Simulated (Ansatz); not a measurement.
L1₂ (Cu3Au-type) Ni3Si was calculated with PBEsol (Ansatz, a quantum-chemistry and plane-wave program, PAW).

Numerical settings: plane-wave cutoff 520 eV, 16×16×16 k mesh, Fermi–Dirac smearing 0.05 eV, no spin polarisation, scalar-relativistic PAW data made under PBE.

A third-order Birch–Murnaghan fit to the energies gives V0 = 10.365 Å³/atom, B0 = 240 GPa, B′ = 4.7.

| V (Å³/atom) | P (GPa) |
|---|---|
| 9.743 | 17.20 |
| 9.950 | 10.80 |
| 10.157 | 5.09 |
| 10.364 | 0.00 |
| 10.572 | (withheld) |
| 10.779 | -8.59 |
| 10.986 | (withheld) |

**Question.** Estimate the withheld pressures from this fit; the answers are the runs' own values.

**Answer.** 
- 10.572, P (GPa): -4.54
- 10.986, P (GPa): -12.20

The formula P = (3/2) B0 (x^(7/3) − x^(5/3)) [1 + (3/4)(B′ − 4)(x^(2/3) − 1)] with x = V0/V meets the computed pressures within 0.03 GPa when these rounded values are put in.

Measured, for comparison: equilibrium volume per atom 10.81 Å³/atom (temperature not stated, not corrected to a static lattice; as tabulated in Metallic Nickel Silicides: Experiments and Theory for NiSi and First Principles …). Computed (rounded) less measured: equilibrium volume per atom -4.2 %.
